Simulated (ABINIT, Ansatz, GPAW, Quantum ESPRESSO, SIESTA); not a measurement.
Al₂Cu (I4/mmm, 3 atoms in the cell) computed with different codes at matched settings

Self-consistent single point, at a second geometry (lattice scaled by 0.98). First geometry:

```
Al2Cu
1.0
   -2.03034     2.03034     2.85109
    2.03034    -2.03034     2.85109
    2.03034     2.03034    -2.85109
Al Cu
2 1
Direct
  0.75000   0.25000   0.50000
  0.25000   0.75000   0.50000
  0.50000   0.50000   0.00000
```

Shared settings, as Ansatz (a quantum-chemistry and plane-wave program) writes them: kpoints.mp_grid.grid = 9 9 9; scf.occupations.method = gaussian; scf.occupations.width = 0.05 eV. Potentials and cutoffs stand in the table.

```csv
code,model,ΔF from the first geometry (meV/atom),pressure (GPa),cutoff
Ansatz,"PBEsol, default PAW files made with PBE",19.0,7.03,default
Quantum ESPRESSO,"PBEsol, PSlibrary PAW (PBE) pseudopotentials",20.1,6.91,50 Ry
ABINIT,"PBEsol, PAW (JTH v2.0 PBE PAW, files made for PBE)",20.8,7.29,30 Ha
GPAW,"PBEsol, GPAW PAW datasets PBEsol (made by gpaw-setup)",22.9,7.65,850 eV
SIESTA,"GGA PBEsol, numerical atomic orbitals DZP, PseudoDojo PBEsol standard norm-conserving potentials (rewritten from UPF to PSML)",21.6,7.51,grid 400 Ry
```

On Ansatz's run: spin polarisation is off.

The spread over the programs that give each value: ΔF from the first geometry within 3.9 meV/atom; pressure within 0.74 GPa.

SIESTA uses small atom-centred bases, whose incompleteness enters pressures, forces and empty levels differently from a plane-wave cutoff. Ansatz's pressure is given at a fixed set of plane waves, as the other plane-wave codes print theirs; with its correction for the finite basis it is 7.10 GPa.

The starting cell comes from a database of computed structures (which also holds hypothetical and non-ambient phases and stackings), without a prior relaxation at this level. For this run, on top of that: lattice scaled by 0.98.

Left out of this page: Elk and FLEUR (not drawn, or without a comparable value).

Keys are those of Ansatz 0.2.
